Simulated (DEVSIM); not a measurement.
System: illuminated Ge p-on-n cell, one wavelength, with a back-surface field, at 300 K.

Layer 1 from the left is Ge, thickness (μm) 0.140, Na (cm⁻³) 1.6e18, τn (s) 2.8e-7, τp (s) 1.5e-7, absorption coefficient (cm⁻¹) 1800. Layer 2 from the left is Ge, thickness (μm) 40.0, Nd (cm⁻³) 1.3e15, τn (s) 7.7e-7, τp (s) 7.7e-7, absorption coefficient (cm⁻¹) 1800. Layer 3 from the left is Ge, thickness (μm) 0.340, Nd (cm⁻³) 1.4e18, τn (s) 7.7e-7, τp (s) 7.7e-7, absorption coefficient (cm⁻¹) 1800.

Left contact: ohmic, minority electron recombination velocity 80 cm/s. Right contact: ohmic, minority hole recombination velocity 30000 cm/s. Voltage is applied to the left contact. Recombination: SRH at mid-gap, radiative, Auger. Light enters at the left, 3.5e17 photons cm⁻² s⁻¹, one pass, no reflection. Mobility is μmin + (μ − μmin)/(1 + (N/Nref)^α).

The device is made up for the run: typed textbook-type constants, with dimensions and the other settings drawn at random. Values at 300 K.

Ge: gap (eV) 0.664, affinity (eV) 4, permittivity 16, Nc (cm⁻³) 1.04e19, Nv (cm⁻³) 6e18, μn (cm²/Vs) 3900, μp (cm²/Vs) 1900, μn,min 150, μp,min 100, Nref,n 2.6e17, Nref,p 4e17, αn 0.56, αp 0.6, B (cm³/s) 6.4e-14, Cn (cm⁶/s) 1e-31, Cp (cm⁶/s) 1e-31.

Model (solved in DEVSIM): 1D drift-diffusion, Boltzmann statistics, complete ionisation; no tunnelling, impact ionisation, image-force lowering or self-heating.

Dark forward current:

| |V| (V) | |J| (A/cm²) |
|---|---|
| 0.05 | 0.001477 |
| 0.10 | 0.01118 |
| 0.15 | 0.06981 |
| 0.20 | 0.3178 |
| 0.25 | 1.008 |
| 0.30 | 2.829 |
| 0.35 | 8.052 |
| 0.40 | 24.84 |
| 0.45 | 87.12 |
| 0.50 | 341.0 |
| 0.55 | 1356 |
| 0.60 | 5118 |

Problem. Work out the local ideality factor n = ΔV / (kT/q · ln(J2/J1)) between the rows 0.15 and 0.20 V, 0.55 and 0.60 V.

Solution. kT/q = 25.85 mV. From 0.15 to 0.20 V: ln(0.3178/0.06981) = 1.516, n = 1.28. From 0.55 to 0.60 V: ln(5118/1356) = 1.328, n = 1.46.

Problem. What current could the absorbed light give at most, and what share is collected?

Solution. Σ αd = 7.29, so qΦ(1 − exp(−Σ αd)) = 56.0 mA/cm². The simulated short-circuit current is 53.94 mA/cm², a share of 0.96.

Problem. Estimate the open-circuit voltage by superposition: the voltage at which the dark current equals that short-circuit current.

Solution. Interpolating ln J in the table gives 0.143 V. The simulation gives 0.143 V, the same within the digits that matter. Superposition holds where collection doesn't change with voltage.
